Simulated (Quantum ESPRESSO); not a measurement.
**Cost against accuracy: K_POINTS for Ag3O (P-31m, 8 atoms in the cell)**

Cell: a = 5.3180 Å, b = 5.3180 Å, c = 4.9510 Å, α = 90.00°, β = 90.00°, γ = 120.00°.

Method: PBEsol, GBRV 1.5 ultrasoft (PBESOL) pseudopotentials (plane waves; Quantum ESPRESSO 7.5).

Base settings: ecutwfc = 40 Ry; ecutrho = 320 Ry; occupations = smearing; smearing = gauss; degauss = 0.0099958 Ry; potentials = {O: o_pbesol_v1.2.uspp.F.UPF, Ag: ag_pbesol_v1.4.uspp.F.UPF}; K_POINTS = automatic 5 5 5 0 0 0; conv_thr = 1e-11 Ry.

Misses are taken against the tightest run, automatic 8 8 8 0 0 0, which need not be fully converged itself. The energy is the free energy per atom.

The count of work is k-points × plane waves × bands × iterations; it is no time, and leaves out set-up, grids and terms that scale otherwise. Core times come from one kind of shared machine and are given to one figure; runs under 30 s give none.

The starting cell comes from a database of published, mostly measured structures (it also holds non-ambient and calculated ones), without a prior relaxation at this level. In the base run, with a pressure of about -4 GPa the cell is away from its equilibrium volume at this level. The run gives no clean gap (levels at the Fermi energy touch, overlap or are partly filled at this smearing), which alone does not show that the compound is a metal.

| K_POINTS | energy less reference (meV/atom) | pressure less reference (GPa) | largest difference in the force on any atom (eV/Å) | count of work / reference | core time / reference (rough) |
|---|---|---|---|---|---|
| automatic 1 1 1 0 0 0 | -54.97 | 1.82 | 0.212 | 0.015 | 0.1 |
| automatic 2 2 1 0 0 0 | 96.66 | 1.87 | 0.302 | 0.029 | 0.1 |
| automatic 2 2 2 0 0 0 | 35.78 | 0.41 | 0.067 | 0.057 | 0.1 |
| automatic 3 3 3 0 0 0 | 2.03 | 0.13 | 0.015 | 0.11 | 0.1 |
| automatic 4 4 3 0 0 0 | -1.77 | -0.02 | 0.014 | 0.13 | 0.2 |
| automatic 4 4 4 0 0 0 | -0.35 | 0.02 | 0.016 | 0.19 | 0.3 |
| automatic 5 5 5 0 0 0 | 1.04 | 0.04 | 0.006 | 0.27 | 0.3 |
| automatic 7 7 7 0 0 0 | -0.10 | 0.00 | 0.003 | 0.68 | 1.0 |
| automatic 8 8 8 0 0 0 | 0.00 | 0.00 | 0.000 | 1.0 | 1 |

Coarsest setting among those run that, with all tighter ones, holds the energy within 10 meV/atom of the reference: automatic 3 3 3 0 0 0, off by 2.0 meV/atom; it needs 0.11 of the reference's count of work and about 0.1 of the reference's time.

The step from automatic 2 2 2 0 0 0 to automatic 5 5 5 0 0 0: it takes the miss in the energy from 36 to 1.0 meV/atom, for 4.8 times the count of work and roughly 3 times the time.
